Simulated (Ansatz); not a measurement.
The starting structures come from a database of crystals and need not be the phases stable at ambient conditions.

 Where the default PAW files enter, the runs use the earlier of Ansatz's two default sets.

Given:

```
WO3
1.0
    3.94449     0.00000     0.00000
    0.00000     5.32500     0.00000
    0.00000     0.00000     5.32500
W O
2 6
Direct
  0.06518   0.00000   0.50000
  0.93482   0.50000   0.00000
  0.51082   0.00000   0.50000
  0.48918   0.50000   0.00000
  0.00000   0.25000   0.25000
  0.00000   0.75000   0.25000
  0.00000   0.75000   0.75000
  0.00000   0.25000   0.75000
```

Space group of this cell: P4/nmm. The cell is taken as given; by PBEsol its mean pressure is -1.6 GPa.

The current runs along the normal of the first two printed vectors, the (100) plane. All runs by Ansatz (a program for electronic structure), plane waves and PAW, without spin-orbit coupling; the base is PBEsol.

```csv
run,mean pressure (GPa),gap (eV),mid-gap κ (1/Å)
base,-1.6,0.57,0.100
all lengths scaled by 0.98,14.5,0.65,0.105
all lengths scaled by 1.02,-13.6,0.49,…
lda in place of pbesol,-6.1,0.52,0.095
"lengths across the current scaled by 0.98, ions clamped",8.7,0.60,0.104
"lengths across the current scaled by 1.02, ions clamped",-9.9,…,…
"lengths along the current scaled by 0.97, ions clamped",6.1,…,…
"lengths along the current scaled by 1.03, ions clamped",-8.0,0.49,0.096
```

Task: Complete the blanks.

Result: 
- all lengths scaled by 1.02, mid-gap κ (1/Å): 0.094
- lengths across the current scaled by 1.02, ions clamped, gap (eV): 0.53
- lengths across the current scaled by 1.02, ions clamped, mid-gap κ (1/Å): 0.094
- lengths along the current scaled by 0.97, ions clamped, gap (eV): 0.61
- lengths along the current scaled by 0.97, ions clamped, mid-gap κ (1/Å): 0.099
